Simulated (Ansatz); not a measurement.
Cost and result by functional for the adsorption energy of Br on the (0001) surface of 4H silicon carbide (H on every top atom; a constructed slab, bottom: 1 H on 1 bottom sites), one in a cell of 33 Å², started at the site 'top H', in Ansatz (plane waves, PAW). Single points on the PBE structure, on one kind of machine; costs are rough ratios of the slab run's core time (references not counted) to the cheapest single point. r2SCAN's cost holds its higher cutoff (500 against 420 eV). Differences are taken against r2SCAN for comparison alone: no measured value is at hand, so the table doesn't rank accuracy.

Host crystal: 4H silicon carbide, with a band gap (PBE, scalar-relativistic without spin-orbit coupling).

Slab: 41 atoms, 10.8 Å thick at the start with caps and adatoms under the adsorbate (thin: gaps and levels are the slab's own); k 4x4x1, smearing 0.01 eV, dipole-corrected; 20 atoms held, the rest relaxed; held to the start's symmetry, so lower structures may exist; spin-polarised, ending with about 1.0 μB a cell; orders that need a larger cell were not tried, no spin-orbit, no U, no dispersion correction. At the end it is bonded to H. In PBE it is, or lies within 0.03 eV of, the lowest of the starts that converged. These notes are the PBE run's. r2SCAN: The program's check for a lower electronic state was not made. Adsorption energies are against ½ Br2(g). A negative adsorption energy means that the adsorbate is more stable on the surface than in its reference.

```
functional                     relative cost  adsorption energy (eV)  less r2SCAN (eV)
-----------------------------  -------------  ----------------------  ----------------
RPBE                                       1                    0.85              0.12
r2SCAN                                     2                    0.74              0.00
PBE (the relaxed run's value)              –                    0.77              0.04
```

The values span 0.12 eV, while the single points' costs differ by a factor of roughly 2. Differences are of unrounded values.

Ansatz is a program for electronic structure.
